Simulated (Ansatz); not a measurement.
## What holes 1.0×10^22 cm⁻³ does to CaF2

The reference is CaF2 in the fluorite structure (space group Fm-3m, No. 225; a = 5.421 Å).

One thing is altered: 0.398 holes added to each cell, a density of 1.0×10^22 cm⁻³, with a uniform compensating background at fixed cell and a 300 K Fermi–Dirac width.

All numbers come from PBEsol in Ansatz (plane waves to 420 eV, PAW, no SOC). Γ-centred 19×19×19 mesh, Fermi–Dirac width 0.0259 eV.

```csv
quantity,base,changed,shift
gap between the host's bands,7.25 eV,8.05 eV,+0.80 eV
gap character,"indirect, X → Γ","indirect, X → Γ",–
"valley order (the lowest conduction-band minima on the path, energy above the VBM, named in the base's zone)",Γ 7.25 eV; X along ⟨100⟩ 8.09 eV,Γ 8.05 eV; X along ⟨100⟩ 8.85 eV,–
Fermi level relative to the doped band's edge (positive inside the band; to 0.05 eV),–,+0.15 eV,–
```

Final structure:

```
CaF2
1.0
    0.00000     2.71029     2.71029
    2.71029     0.00000     2.71029
    2.71029     2.71029     0.00000
Ca F
1 2
Direct
  0.00000   0.00000   0.00000
  0.75000   0.75000   0.75000
  0.25000   0.25000   0.25000
```
Cell charge +0.398179.

Carriers are added with a uniform compensating background; total energy and stress of such cells depend on the potential's zero and are not compared; many-body gap narrowing is missing at this level. No phonon test of stability was made.

Ansatz is a program for electronic structure.
